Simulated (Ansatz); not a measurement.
The starting structures come from a database of crystals and need not be the phases stable at ambient conditions.

 Where the default PAW files enter, the runs use the earlier of Ansatz's two default sets.

Tunnelling through a barrier is set by its complex band structure: the current falls as exp(−2κd) with the smallest κ.

Input:

```yaml
crystal:
  lattice:
    - [4.19183, 0.00000, 0.00000]
    - [0.00000, 4.19183, 0.00000]
    - [0.00000, 0.00000, 4.19183]
  atoms:
    - { symbol: Tl, position: [0.00000, 0.00000, 0.00000] }
    - { symbol: I, position: [0.50000, 0.50000, 0.50000] }
```

Space group of this cell: Pm-3m, CsCl type. The cell was relaxed by PBE-D3(BJ); by r2SCAN its mean pressure is 0.8 GPa.

Transport runs along the normal of the first two printed cell vectors, the (001) plane of the conventional cell.

No gap correction and no spin-orbit coupling; mid-gap values are interpolated between computed energies.

Problem. Estimate the band gap and the smallest decay constant κ at mid-gap that r2SCAN (Ansatz, a first-principles code) returns for this system.

Solution. Gap 2.00 eV on a 8×8×8 mesh; κ = 0.181 1/Å, at (0.500, 0.000) of the in-plane reciprocal vectors. At the zone centre, at the nearest computed energy, the slowest state has κ = 0.20 1/Å.
